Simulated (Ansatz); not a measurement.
# AlB2-type HfB2

All values below come from PBEsol (Ansatz, a program for electronic structure, plane waves, PAW).

Run with plane-wave cutoff 520 eV, 24×24×16 k mesh (along the axes of the cell as run), Fermi–Dirac smearing 0.05 eV, scalar-relativistic PAW data made under PBE.

Cell: relaxed at this level.

```yaml
equilibrium_volume_per_atom: 9.73 Å³/atom
bulk modulus B0: 261 GPa
lattice_parameter_a: 3.128 Å
lattice_parameter_c: 3.446 Å
band_gap: none
pressure derivative B′ of the bulk modulus: 3.9
```

Measured, for comparison: equilibrium volume per atom 9.91 Å³/atom (room temperature, not corrected to a static lattice; as tabulated in Burrage et al. (2022), doi:10.3390/ma15082762); bulk modulus 282 GPa (room temperature, not corrected to a static lattice, hydrostatic curve from radial diffraction; as tabulated in Experimental and computational studies of compression and deformation behavior …); lattice constant a 3.14 Å, lattice parameter c 3.48 Å (temperature not stated, copied from a table, unchecked, not corrected to a static lattice; as tabulated in Journal of Nuclear Materials 21, 14 (1967)). Computed (rounded) less measured: equilibrium volume per atom -1.8 %, bulk modulus -7 %, lattice constant a not scored (unchecked), lattice parameter c not scored (unchecked). A static lattice is as a rule a little smaller and stiffer than an uncorrected measurement, which narrows the difference in the equilibrium volume per atom, lattice constant a, lattice parameter c and would widen misses of the other sign.

Note: the bulk modulus comes from volumes at which shape and atoms were relaxed.

Spin–orbit coupling is not included.

The computed numbers hold no vibrational or temperature effects.

Cost on a shared machine: around 5 core-minutes (rough).
